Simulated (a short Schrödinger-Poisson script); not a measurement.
# MOS inversion layer, Al2O3 on p-type Ge(111)

Structure: MOS inversion layer, Al2O3 on p-type Ge(111), at 300 K.

```
layer  material  thickness (nm)  Na (cm⁻³)
-----  --------  --------------  ---------
1         Al2O3             2.9          -
2            Ge             280     2.2e18
```

Constants are typed, rounded textbook-type inputs, not results; the design itself was drawn at random and stands for no fabricated device. Al2O3: permittivity 9, conduction-band edge (eV) 2.65, gap (eV) 6.8, electron mass (mₑ) 0.3. Ge: permittivity 16, conduction-band edge (eV) 0, gap (eV) 0.664, Nv at 300 K (cm⁻³) 6e18.

Channel valleys (confinement mass, in-plane density-of-states mass, number): L1 1.59, 0.08, 1; L3 0.09, 0.34, 3. At the gate the conduction-band edge of layer 1 lies 2.97 eV − eVg above the Fermi level of the channel; the field vanishes at the back. Gaps are held at their typed values at every temperature. Mesh 0.03 nm at interfaces.

Solved with a short Schrödinger-Poisson script written for these runs: 1D Poisson equation in equilibrium, electrons quantum, Hartree (BenDaniel-Duke, 12 states a valley, the channel's in-plane mass for all, wave functions free to enter the dielectric), parabolic valleys, classical holes, full ionisation, no traps, pinning or gate leakage.

| Vg (V) | electrons (cm⁻²) | C (μF/cm²) | L1 E0 (meV) | L1 E1 (meV) | L3 E0 (meV) | L3 E1 (meV) |
|---|---|---|---|---|---|---|
| 0.3 | 5.29e6 | 0.631 | 320.4 | 377.0 | 414.7 | 539.5 |
| 0.35 | 2.04e7 | 0.607 | 284.4 | 343.3 | 382.2 | 514.6 |
| 0.4 | 8.10e7 | 0.586 | 247.9 | 308.9 | 349.0 | 488.2 |
| 0.45 | 3.29e8 | 0.568 | 210.9 | 274.0 | 315.1 | 460.6 |
| 0.5 | 1.37e9 | 0.554 | 173.5 | 238.5 | 280.6 | 432.1 |
| 0.55 | 5.72e9 | 0.554 | 135.8 | 202.7 | 245.7 | 402.8 |
| 0.6 | 2.36e10 | 0.600 | 98.5 | 167.1 | 211.0 | 373.3 |
| 0.65 | 8.85e10 | 0.776 | 63.3 | 133.6 | 178.2 | 345.2 |
| 0.7 | 2.60e11 | 1.09 | 33.3 | 105.3 | 150.6 | 321.4 |
| 0.75 | 5.61e11 | 1.38 | 9.9 | 83.5 | 129.4 | 303.2 |
| 0.8 | 9.61e11 | 1.57 | -8.5 | 66.9 | 113.2 | 289.4 |
| 0.85 | 1.43e12 | 1.70 | -23.8 | 53.5 | 100.2 | 278.6 |
| 0.9 | 1.93e12 | 1.78 | -36.9 | 42.3 | 89.4 | 269.8 |
| 0.95 | 2.47e12 | 1.85 | -48.5 | 32.7 | 80.2 | 262.4 |
| 1 | 3.03e12 | 1.90 | -59.0 | 24.4 | 72.1 | 256.3 |
| 1.05 | 3.61e12 | 1.94 | -68.7 | 17.0 | 65.1 | 251.0 |
| 1.1 | 4.21e12 | 1.98 | -77.6 | 10.5 | 58.8 | 246.6 |
| 1.15 | 4.82e12 | 2.01 | -85.9 | 4.6 | 53.2 | 242.8 |
| 1.2 | 5.44e12 | 2.03 | -93.8 | -0.8 | 48.1 | 239.5 |
| 1.25 | 6.07e12 | 2.05 | -101.2 | -5.7 | 43.4 | 236.6 |
| 1.3 | 6.71e12 | 2.07 | -108.3 | -10.2 | 39.2 | 234.2 |

Subbands count from the Fermi level.

Only the L valleys are kept; under strong confinement the Δ valleys of Ge fill too.
